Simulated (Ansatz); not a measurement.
## What uniaxial strain ε_zz = +1.00 % does to BeTe

Consider BeTe in the zinc blende structure (space group F-43m, No. 216; a = 5.554 Å). Axes: x, y, z lie along the cube axes.

Modification: the cell is stretched by 1.00 % along z with no lateral relaxation; the atoms relax in the strained cell.

Computed with LDA (Ansatz, a quantum-chemistry and plane-wave program), scalar-relativistic without spin-orbit coupling. Γ-centred 10×10×10 mesh, Fermi–Dirac width 0.05 eV.

Volume per atom: 21.63 Å³ (base 21.42 Å³)
Space group: I-4m2 (No. 119) (base F-43m (No. 216))
Shortest interatomic distance: 2.413 Å (base 2.405 Å)
Energy relative to the base (free energy F): +0.7 meV/atom
Band gap: 1.77 eV (base 1.79 eV)
Gap character: indirect, Γ → X
Electron mass: 1.3 mₑ along k, 0.25 mₑ across (at X) (base 1.3 mₑ along k, 0.24 mₑ across (at X))
Valence-band top at Γ (three highest levels, from the VBM): 0.00, 0.00, -0.06 eV (base 0.00, 0.00, 0.00 eV)
Valley order (the lowest conduction-band minima on the path, energy above the VBM, named in the base's zone): X along [010] 1.77 eV; X along [001] 1.84 eV; L along [111] 3.12 eV (base X along ⟨100⟩ 1.79 eV; L along ⟨111⟩ 3.18 eV)
Stress (xx, yy, zz, yz, xz, xy; compression positive): (-0.41, -0.41, -1.04, 0.00, 0.00, 0.00) GPa

Spin-orbit coupling, missing from the scalar runs, can matter with Te. Masses are band curvatures over ±0.01 Å⁻¹ around the edge. Along k means along the line from Γ to the band edge. Stability against distortions was not tested. k-point labels follow each cell's own Brillouin zone.
